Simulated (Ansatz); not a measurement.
Input:

```yaml
crystal:
  lattice:
    - [3.35568, 0.00000, 0.00000]
    - [0.00000, 3.35568, 0.00000]
    - [1.67784, -1.67784, 1.62334]
  atoms:
    - { symbol: Ta, position: [0.00000, 0.00000, 0.00000] }
```

No spin polarisation.

Level of theory: r2SCAN, PAW, 500 eV (Ansatz, a first-principles code; no spin-orbit coupling). k-mesh 28×28×28 (Γ-centred); smearing 0.1 eV (Fermi–Dirac).

### Question
Estimate the mean in-plane stress (compression positive).

### Answer
-3.3 GPa.

### Question
Estimate the band gap.

### Answer
Zero.

The cells carry an imposed strain or load. Stability against distortions was not tested. All final runs are without spin polarisation. The cell was made from Ta in the bcc (W type) structure (space group Im-3m, No. 229) by this change: biaxial strain +1.50 %, plane normal [001], relaxed out of plane.
